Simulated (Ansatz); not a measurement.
Here is the system:

End structure of Br on the (100) surface of germanium (p(2x2) alternately buckled dimers; a constructed slab, bottom: dihydride, held), one in a cell of 66 Å², started at the site 'top Ge':

```yaml
crystal:
  lattice:
    - [8.14587, 0.00000, 0.00000]
    - [0.00000, 8.14587, 0.00000]
    - [0.00000, 0.00000, 30.50000]
  atoms:
    - { symbol: Ge, position: [0.25000, 0.00000, 0.34812] }
    - { symbol: Ge, position: [0.75000, 0.00000, 0.34812] }
    - { symbol: Ge, position: [0.25000, 0.50000, 0.34812] }
    - { symbol: Ge, position: [0.75000, 0.50000, 0.34812] }
    - { symbol: Ge, position: [0.25000, 0.25000, 0.39534] }
    - { symbol: Ge, position: [0.75000, 0.25000, 0.39534] }
    - { symbol: Ge, position: [0.25000, 0.75000, 0.39534] }
    - { symbol: Ge, position: [0.75000, 0.75000, 0.39534] }
    - { symbol: Ge, position: [0.99798, 0.25025, 0.44210] }
    - { symbol: Ge, position: [0.50202, 0.24975, 0.44210] }
    - { symbol: Ge, position: [0.99798, 0.74975, 0.44210] }
    - { symbol: Ge, position: [0.50202, 0.75025, 0.44210] }
    - { symbol: Ge, position: [0.99146, 0.00000, 0.48903] }
    - { symbol: Ge, position: [0.50156, 0.00000, 0.48925] }
    - { symbol: Ge, position: [0.99844, 0.50000, 0.48925] }
    - { symbol: Ge, position: [0.50854, 0.50000, 0.48903] }
    - { symbol: Ge, position: [0.24606, 0.00000, 0.53333] }
    - { symbol: Ge, position: [0.74706, 0.00000, 0.53918] }
    - { symbol: Ge, position: [0.25445, 0.50000, 0.53379] }
    - { symbol: Ge, position: [0.75349, 0.50000, 0.53880] }
    - { symbol: Ge, position: [0.25231, 0.24873, 0.57964] }
    - { symbol: Ge, position: [0.74614, 0.25104, 0.58715] }
    - { symbol: Ge, position: [0.25231, 0.75127, 0.57964] }
    - { symbol: Ge, position: [0.74614, 0.74896, 0.58715] }
    - { symbol: Ge, position: [0.00731, 0.24743, 0.63108] }
    - { symbol: Ge, position: [0.48875, 0.25945, 0.63234] }
    - { symbol: Ge, position: [0.00731, 0.75257, 0.63108] }
    - { symbol: Ge, position: [0.48875, 0.74055, 0.63234] }
    - { symbol: Ge, position: [0.11272, 0.00000, 0.67051] }
    - { symbol: Ge, position: [0.42648, 0.00000, 0.67268] }
    - { symbol: Ge, position: [0.13842, 0.50000, 0.65750] }
    - { symbol: Ge, position: [0.43439, 0.50000, 0.68385] }
    - { symbol: H, position: [0.39806, 0.00000, 0.31517] }
    - { symbol: H, position: [0.10194, 0.00000, 0.31517] }
    - { symbol: H, position: [0.89806, 0.00000, 0.31517] }
    - { symbol: H, position: [0.60194, 0.00000, 0.31517] }
    - { symbol: H, position: [0.39806, 0.50000, 0.31517] }
    - { symbol: H, position: [0.10194, 0.50000, 0.31517] }
    - { symbol: H, position: [0.89806, 0.50000, 0.31517] }
    - { symbol: H, position: [0.60194, 0.50000, 0.31517] }
    - { symbol: Br, position: [0.00257, 0.00000, 0.74270] }
```

Model: 41-atom slab, 11.3 Å thick at the start with caps and adatoms under the adsorbate (thin: gaps and levels are the slab's own), 3x3x1 mesh, Fermi-Dirac 0.01 eV, dipole correction, 24 atoms held, the rest relaxed; symmetry of the start imposed; spin-polarised, no spin-orbit, no U, no dispersion correction. The slab shows no gap over 0.04 eV on its mesh. The starting moment vanished. At the end it is bonded to Ge. In PBE this state lies 0.09 eV over the lowest of the starts that converged ('hollow Ge-Ge-Ge-Ge over Ge at depth 3.2 Å').

A negative adsorption energy means that the adsorbate is more stable on the surface than in its reference.

Q: Estimate the change of the work function that Ansatz (a program for electronic structure) with PBE returns for this input.

A: 0.54 eV

Q: What work function of the top face does PBE give?

A: 5.08 eV

Q: What is the computed adsorption energy against ½ Br2(g) (PBE)?

A: -1.44 eV

Q: Give the change of the step from the bottom to the top vacuum level, against the clean slab at the level PBE.

A: 0.62 eV
